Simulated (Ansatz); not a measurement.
A self-consistent single point of CsCaH₃ (P4mm, 5 atoms in the cell) with Ansatz (a first-principles code).

Method of the run: LDA (PW92), default PAW files made with PBE (plane waves; Ansatz).

The change in words: lattice scaled by 0.98; basis.ecutrho_ratio: default → 6. Reference geometry:
```xyz
5
Lattice="4.5981 0.0000 0.0000 0.0000 4.5981 0.0000 0.0000 0.0000 4.5981" Properties=species:S:1:pos:R:3 pbc="T T T"
Cs     0.0000     0.0000     0.0500
Ca     2.2990     2.2990     2.2990
H      2.2990     0.0000     2.2990
H      0.0000     2.2990     2.2990
H      2.2990     2.2990     0.0000
```

Reference input (self-consistent single point, DFT, LDA (PW92), plane waves, default PAW files made with PBE): basis.ecutwfc = 420 eV; kpoints.mp_grid.grid = 6 6 6; hamiltonian.xc = lda; hamiltonian.pseudopotentials = {kind: paw} (the program's default PAW files); scf.occupations.method = fixed. This run's input differs from it in these lines:

Ansatz 0.2 input:
```diff
@@ -2,5 +2,5 @@
   lattice:
-    - [4.598084, 0.000000, 0.000000]
-    - [0.000000, 4.598084, 0.000000]
-    - [0.000000, 0.000000, 4.598084]
+    - [4.506122, 0.000000, 0.000000]
+    - [0.000000, 4.506122, 0.000000]
+    - [0.000000, 0.000000, 4.506122]
   atoms:
@@ -13,2 +13,3 @@
   ecutwfc: 420.0 eV
+  ecutrho_ratio: 6
 kpoints:
```

Output, abridged:

```
SCF iter   1: F=—  HF=-7326.642818 eV  |F-HF|=—  |Δ(HF+E_count)|=         —  Δρ=1.02e-2  dr2=8.29e-2  ethr=1.77e-3  ⟨swp⟩=4.5  Hψ=3068  notcnv=0  defer=81
all-band conjugate gradients solve this SCF's bands
preconditioner: auto → Resta (q_TF=auto, 2.151 Å⁻¹)
SCF iter   2: F=—  HF=-7326.618101 eV  |F-HF|=—  |Δ(HF+E_count)|=   2.47e-2  Δρ=4.42e-3  dr2=1.62e-2  ethr=3.77e-4  ⟨swp⟩=1.3  Hψ=987  notcnv=0  defer=68
SCF iter   3: F=—  HF=-7326.612615 eV  |F-HF|=—  |Δ(HF+E_count)|=   5.49e-3  Δρ=4.64e-4  dr2=1.29e-4  ethr=7.38e-5  ⟨swp⟩=2.0  Hψ=824  notcnv=0  defer=104
SCF iter   4: F=—  HF=-7326.612592 eV  |F-HF|=—  |Δ(HF+E_count)|=   2.30e-5  Δρ=1.13e-4  dr2=6.08e-6  ethr=5.88e-7  ⟨swp⟩=2.5  Hψ=963  notcnv=0  defer=82
SCF iter   5: F=—  HF=-7326.612594 eV  |F-HF|=—  |Δ(HF+E_count)|=   1.95e-6  Δρ=3.46e-5  dr2=4.78e-7  ethr=2.76e-8  ⟨swp⟩=2.3  Hψ=1018  notcnv=0  defer=44
SCF iter   6: F=-7326.612594 eV  HF=-7326.612594 eV  |F-HF|=9.80e-10  |Δ(HF+E_count)|=   1.85e-7  Δρ=2.20e-6  dr2=3.83e-9  ethr=4.55e-10  ⟨swp⟩=10.2  Hψ=4108  notcnv=0
SCF 1 converged in 6 iterations: F = -7326.612594 eV  dr2 = 3.83e-9
Free energy (F): -7326.612594 eV
Internal energy: -7326.612594 eV  (E = F + TS)
E sigma→0 (E₀):  -7326.612594 eV
Fermi energy:    3.453257 eV
--- Forces (eV/Å), atoms counted from 1 ---
  atom   1  Cs     0.00000000     0.00000000    -0.08372843
  atom   2  Ca    -0.00000000     0.00000000     0.04536872
  atom   3  H     -0.00000000     0.00000000     0.01142999
  atom   4  H      0.00000000     0.00000000     0.01142999
  atom   5  H      0.00000000     0.00000000     0.01550002
--- Stress (GPa, compression-positive) ---
       -0.668176       0.000000       0.000000
        0.000000      -0.668176       0.000000
        0.000000       0.000000      -0.668913
  P = ⅓ Tr σ = -0.6684 GPa (-6.684 kbar)
  The stress holds the Pulay correction. Without it, at fixed plane waves, as pw.x and ABINIT print it: P = -0.7216 GPa
```

The run converged in 6 iterations. Against the reference run the free energy goes down by 10.0 meV/atom, the pressure goes from -2.06 to -0.67 GPa, the largest force goes from 0.069 to 0.084 eV/Å and the gap on the mesh goes from 2.792 to 2.708 eV.

The starting cell comes from a database of computed structures (which also holds hypothetical and non-ambient phases and stackings), without a prior relaxation at this level. Its lattice was rescaled by up to half a per cent. One atom was moved a little off its site on purpose. For this run, on top of that: lattice scaled by 0.98. Ansatz's pressure includes its estimate of the finite-basis (Pulay) stress.
